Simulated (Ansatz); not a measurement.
Ga2O3: stress against strain

Ga2O3 (corundum, R-3c, 9.411 Å³/atom at rest, c along z) under an equal strain ε in the (0001) plane with the normal axis free, as in a coherent film. LDA in Ansatz, a plane-wave DFT program (PAW, default set), 420 eV, 8×8×8 Γ-centred mesh, Fermi-Dirac smearing 0.05 eV; ions are relaxed within the symmetry of each cell. Stress is positive for a compressed cell.

Here s stands for strain and y for stress xx.

| strain (%) | stress xx (GPa) |
|---|---|
| -3.00 | ? |
| -1.50 | 7.70 |
| -0.75 | 3.77 |
| 0.00 | 0.00 |
| 0.75 | -3.62 |
| 1.50 | -7.09 |

Fit y against s with a straight line, and predict the withheld value at s = -3.00.

Means: s 0, y 0.152. About the means, the sum of products is -27.727 and the sum of squares of s is 5.6250; the slope is their ratio. Least squares gives y = 0.152 - 4.9293·s. Residuals (row less fit): 0.154, -0.079, -0.152, -0.075, 0.152; standard error 0.165 (degrees of freedom: 3). The slope gives the biaxial elastic modulus of this plane = 493 ± 7 GPa. At the withheld row, y = 0.152 - 4.9293 × (-3.00) = 14.940 GPa. The calculation gives 16.02 GPa, 1.080 GPa above the prediction (4.7 % of the range of y in the table). The row lies outside the fitted rows, so this is an extrapolation. From the scatter of the fitted rows alone, a prediction at this place has a standard error of 0.276 GPa, so the miss is 3.9 times that.

One order more, fitted to all 9 runs of the series, follows each within 0.01, so the miss is the next term of a smooth law. Ga2O3 is here the metastable α form; monoclinic β is stable. Rows are the converged runs of the series near zero and its far end; series whose fitted rows scatter by over a few per cent of the range, as at a crossing or softening among them, aren't shown in this form. Most that stay on the fit to the last digits aren't either.
